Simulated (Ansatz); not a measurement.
Seebeck coefficient (μV/K, mean over directions) of n-type NbAgO$_{3}$ (Pm-3m) against carrier density, PBEsol, rigid bands run with Ansatz (an electronic-structure program). Computed gap 1.40 eV; densities at which minority carriers matter at this gap, or further valleys turn the trend, are left out. Conductivity mass 0.40 mₑ (harmonic mean over directions), N_c = 4.8e19 cm⁻³ at 300 K.

```
electron density  300 K  500 K
----------------  -----  -----
1e16 cm⁻³          -949  -1024
1e17 cm⁻³          -751   -826
1e18 cm⁻³          -553      …
3e18 cm⁻³          -458   -533
1e19 cm⁻³          -356   -430
3e19 cm⁻³             …   -337
1e20 cm⁻³          -173   -240
3e20 cm⁻³             …   -160
1e21 cm⁻³           -58    -90
```

Question: Some entries are withheld; supply them.

Answer: 
- 1e18 cm⁻³, 500 K: -628
- 3e19 cm⁻³, 300 K: -265
- 3e20 cm⁻³, 300 K: -107

Rigid bands with a gap fixed in temperature, one relaxation time for all states, no polarons or phonon drag, and whether or not such doping can be reached. Spin-orbit coupling is left out.

Computed structure, not matched to a measured one here, so possibly hypothetical: NbAgO3 (Pm-3m).
